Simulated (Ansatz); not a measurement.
Results of PBE (PAW; Ansatz, a quantum-chemistry and plane-wave program) for BP (model structure, started from the GeS type, Pnma, No. 62, 8 atoms in the cell).

Numerical settings: plane-wave cutoff 520 eV, 10×18×10 k mesh (along the axes of the cell as run), Fermi–Dirac smearing 0.05 eV, scalar-relativistic PAW data made under PBE.

Cell (relaxed with PBE-D3(BJ)):

```
BP
1.0
    6.20494     0.00000     0.00000
    0.00000     3.21398     0.00000
    0.00000     0.00000     5.36320
B P
4 4
Direct
  0.16278   0.25000   0.39947
  0.33722   0.75000   0.89947
  0.83722   0.75000   0.60053
  0.66278   0.25000   0.10053
  0.83798   0.25000   0.39281
  0.66202   0.75000   0.89281
  0.16202   0.75000   0.60719
  0.33798   0.25000   0.10719
```

Q: What does this level give for the band gap?

A: 
- band gap: 0.68 eV (on the SCF k mesh)

Note: the relaxation could raise the start's symmetry but not lower it, so the cell can be a saddle point; cell and atoms aren't relaxed at this level (pressure 3.4 GPa).

Static lattice: no zero-point or thermal effects.

Cost on a shared machine: about 80 core-seconds (a rough figure).

A model structure was made by putting elements into a prototype or built by hand; it is no filed structure, need not be a known phase, and can be a saddle point held by its symmetry.
